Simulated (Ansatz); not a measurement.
An Ansatz (a program for electronic structure) input (DFT with PBE, PAW potentials and a 420 eV plane-wave cutoff in Ansatz, spin-orbit coupling left out):

Ansatz 0.2 input:
```yaml
crystal:
  lattice:
    - [0, 2.8366420586, 2.8366420586]
    - [2.8366420586, 0, 2.8366420586]
    - [2.8366420586, 2.8366420586, 0]
  atoms:
    - { symbol: Mg, position: [0, 0, 0] }
    - { symbol: Se, position: [0.5, 0.5, 0.5] }
basis: { ecutwfc: 420, ecutrho_ratio: 4, xc_grid: 2, fft_grid_basis: typed }
kpoints: { mp_grid: { grid: [10, 10, 10] } }
hamiltonian:
  xc: pbe
  dispersion: none
  pseudopotentials: { kind: paw }
scf: { occupations: { method: fermi_dirac, width: 0.05 }, convergence: { dr2_threshold: 0.0000000002 } }
relax: { f_tol: 0.005, max_steps: 50 }
output: { forces: true, stress: true }
checkpoint: { write: state.ck, write_every: 1000 }
```

Problem. Which symmetry and how many k-points will the program report, and about how many plane waves at Γ?

Solution. Space group Fm-3m (ITA 225) with 48 operations, k-points 47 of 1000, and 893 plane waves at Γ.

Problem. And the final pressure?

Solution. -4.47 GPa (compression positive).

The cells carry an imposed strain or load. Whether these cells are dynamically stable was not tested. The cell was made from MgSe in the rock salt structure (space group Fm-3m, No. 225) by this change: isotropic strain +3.00 %.
